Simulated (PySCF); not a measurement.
PySCF 2.14.0, MP2 (frozen core)/def2-svp: C=C(C)[Si@H](C)[SiH3], 18 atoms. The geometry is a generated start, not checked to be a minimum at this level.

```yaml
task: mp2
basis: def2-svp
two_electron_scheme: exact four-centre integrals
frozen_core: true
mf.init_guess: minao (default)
mf.DIIS: CDIIS (default)
mf.diis_space: 8 (default)
mf.conv_tol: 1e-09 (default)
basis functions (reference run): 152
```

On 4 threads, 1 BLAS thread. Build: conda-forge: OpenMP (GNU), OpenBLAS with its own threads, libcint, Libxc. One run each, on a shared machine, so no times are given.

Values of mol.max_memory tried: 8000 MB, 4000 MB, 2000 MB, 1000 MB, 500 MB, 300 MB, 200 MB.

**Question.** Which of these memory settings still run, and by which path?

**Answer.** It runs down to 200 MB, the lowest tried, with the same result. At 8000 MB: SCF integrals in memory, transformation in memory. From 500 MB down: direct SCF, transformation through a file.

| mol.max_memory | path | peak memory |
|---|---|---|
| 8000 MB | SCF integrals in memory, transformation in memory | 0.84 GiB |
| 4000 MB | SCF integrals in memory, transformation in memory | 0.84 GiB |
| 2000 MB | SCF integrals in memory, transformation in memory | 0.85 GiB |
| 1000 MB | SCF integrals in memory, transformation in memory | 0.85 GiB |
| 500 MB | direct SCF, transformation through a file | 0.62 GiB |
| 300 MB | direct SCF, transformation through a file | 0.62 GiB |
| 200 MB | direct SCF, transformation through a file | 0.62 GiB |

Peak memory is the kernel's count for the largest process, libraries included and scratch files not. The peak passes the setting at 500 MB, 300 MB, 200 MB: it is no hard cap. MP2's transformation through a file may take 2000 MB even at lower settings.
